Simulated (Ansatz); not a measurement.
Structures of equal composition on the (0001) surface of hcp Ru: a pseudomorphic layer of Ta in the host's stacking; a pseudomorphic layer of Ta in the other hollow. The slabs share one bottom face, and each structure is named by its start. These are constructed structures in small cells; real faces may alloy, dewet or reconstruct in larger ones, and not all known structures of the face are among them. Slabs of about 11 Å, Fermi-Dirac smearing of 0.1 eV. Bottom of the slabs: a bare face, its two planes held. Relaxed from the named starts with such symmetry as they have, on meshes of like density; energies extrapolated to zero smearing; spin only where a row says so; no spin-orbit coupling, no U. Brackets mark spin-polarised runs, whose order is one that fits the cell.

Method: PBE (plane waves to 420 eV, PAW; Ansatz, a quantum-chemistry and plane-wave program).

Task: Rank these by energy per 1x1 cell (lowest first), as PBE gives it.

Result: a pseudomorphic layer of Ta in the host's stacking (0.000 eV), a pseudomorphic layer of Ta in the other hollow (0.035 eV)
